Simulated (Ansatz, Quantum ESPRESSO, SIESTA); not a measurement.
Nb3Au (P1, 8 atoms in the cell) computed with different codes at matched settings

Self-consistent single point, at a second geometry (atoms moved at random). First geometry:

```yaml
crystal:
  lattice:
    - [5.29342, 0.00000, 0.00000]
    - [0.00000, 5.29342, 0.00000]
    - [0.00000, 0.00000, 5.29342]
  atoms:
    - { symbol: Nb, position: [0.50000, 0.25000, 0.00000] }
    - { symbol: Nb, position: [0.50000, 0.75000, 0.00000] }
    - { symbol: Nb, position: [0.25000, 0.00000, 0.50000] }
    - { symbol: Nb, position: [0.75000, 0.00000, 0.50000] }
    - { symbol: Nb, position: [0.00000, 0.50000, 0.25000] }
    - { symbol: Nb, position: [0.00000, 0.50000, 0.75000] }
    - { symbol: Au, position: [0.50000, 0.50000, 0.50000] }
    - { symbol: Au, position: [0.00000, 0.00000, 0.00000] }
```

Second geometry:
```xyz
8
Lattice="5.2934 0.0000 0.0000 0.0000 5.2934 0.0000 0.0000 0.0000 5.2934" Properties=species:S:1:pos:R:3 pbc="T T T"
Nb     2.5998     1.3487     0.0295
Nb     2.5441     4.0008     0.0059
Nb     1.3558    -0.0200     2.5965
Nb     3.9734     0.0016     2.6406
Nb     0.0118     2.6316     1.2692
Nb     0.0116     2.6510     3.9766
Au     2.6811     2.6990     2.6698
Au     0.0559    -0.0791     0.0454
```

Shared settings, as Ansatz (a quantum-chemistry and plane-wave program) writes them: kpoints.mp_grid.grid = 5 5 5; scf.occupations.method = fermi_dirac; scf.occupations.width = 0.05 eV. Potentials and cutoffs stand in the table.

| code | model | ΔF from the first geometry (meV/atom) | pressure (GPa) | largest force (eV/Å) | cutoff |
|---|---|---|---|---|---|
| Ansatz | PBEsol, PAW files made with PBE | 18.7 | -10.66 | 1.200 | 420 eV |
| SIESTA | GGA PBEsol, numerical atomic orbitals DZP, PseudoDojo PBEsol standard norm-conserving potentials (rewritten from UPF to PSML) | 21.2 | -12.01 | 1.342 | grid 400 Ry |
| Quantum ESPRESSO | PBEsol, GBRV 1.5 ultrasoft (PBESOL) pseudopotentials | 18.6 | -10.97 | 1.196 | 40 Ry |

Size of the force on each atom (eV/Å): Sizes of forces hide their directions.

```tsv
code	Nb1	Nb2	Nb3	Nb4	Nb5	Nb6	Au7	Au8
Ansatz	0.345	0.805	0.541	0.208	0.596	0.366	0.372	1.200
SIESTA	0.392	0.910	0.616	0.280	0.740	0.491	0.415	1.342
Quantum ESPRESSO	0.342	0.802	0.538	0.206	0.593	0.363	0.372	1.196
```

On Ansatz's run: spin-orbit coupling is off. Spin polarisation is off.

The spread over the programs that give each value: ΔF from the first geometry within 2.6 meV/atom; pressure within 1.35 GPa; largest force within 0.146 eV/Å.

SIESTA uses small atom-centred bases, whose incompleteness enters pressures, forces and empty levels differently from a plane-wave cutoff. Ansatz's pressure is given at a fixed set of plane waves, as the other plane-wave codes print theirs. In the pressure, SIESTA (by 1.20) lies more than 1 GPa from the median of the plane-wave programs. In the force vectors, SIESTA (by 0.146) lies more than 0.08 eV/Å from the median of the plane-wave programs.

The starting cell comes from a database of computed structures (which also holds hypothetical and non-ambient phases and stackings), without a prior relaxation at this level. Its lattice was rescaled by a random factor within 2.5 % of one. For this run, on top of that: atoms moved at random.

Keys are those of Ansatz 0.2.
